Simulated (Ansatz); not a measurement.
Candidates (primitive cells; geometry: relaxed with this functional, without spin-orbit coupling):
A. YAl₂ (Fd-3m), a = b = c = 5.521 Å, α = β = γ = 60.00°
B. YS (Fm-3m), a = 3.8604 Å, b = 3.8604 Å, c = 3.8604 Å, α = 60.00°, β = 60.00°, γ = 60.00°
C. YIr2 (Fd-3m), a = b = c = 5.298 Å, α = β = γ = 60.00°
D. YB2 (P6/mmm), a = b = 3.2740 Å, c = 3.8227 Å, α = β = 90.00°, γ = 120.00°

Question: Rank these by resistivity at 300 K (lowest first), as PBEsol, DFPT electron-phonon coupling, linearised Boltzmann equation (Ansatz, a quantum-chemistry and plane-wave program) gives it.

Answer: D (12.9 μΩ·cm), B (19.6 μΩ·cm), A (34 μΩ·cm), C (71 μΩ·cm)

Metals; harmonic phonons alone scatter; means over directions. Halving the electron mesh moves these values by up to 10 %; q meshes are mostly untested. Some of the runs warned that the eigensolver left states short of its tolerance. Spin-orbit coupling is left out.

Formula and space group known from diffraction (Crystallography Open Database), not checked to be the room-temperature form: YIr2 (Fd-3m), YS (Fm-3m). The missing spin-orbit coupling matters most for YIr2 (Fd-3m).
